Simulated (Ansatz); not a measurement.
The parent structure is Ge in the diamond structure (space group Fd-3m, No. 227; a = 5.674 Å). Axes: x, y, z lie along the cube axes.

Calculations: r2SCAN, PAW, 500 eV (Ansatz, a first-principles code; no spin-orbit coupling).

One thing is altered: every lattice vector is stretched by 1.00 %, atoms relaxed at fixed cell.

Problem. Predict the stress tensor and what it implies for the stiffness.

Solution. Stress of the strained cell less that of the base (GPa, compression positive):
```
  -1.95    0.00    0.00
   0.00   -1.95    0.00
   0.00    0.00   -1.95
```

Then B = −ΔP/(ΔV/V₀) with ΔV/V₀ = 0.0303 gives secant stiffness values (nonlinear terms included at this strain): B ≈ 64 GPa.

As a check, the harmonic strain energy −½ V₀ Δσ:ε is 4.2 meV/atom; the computed energy rise is 4.3 meV/atom.

Whether these cells are dynamically stable was not tested.
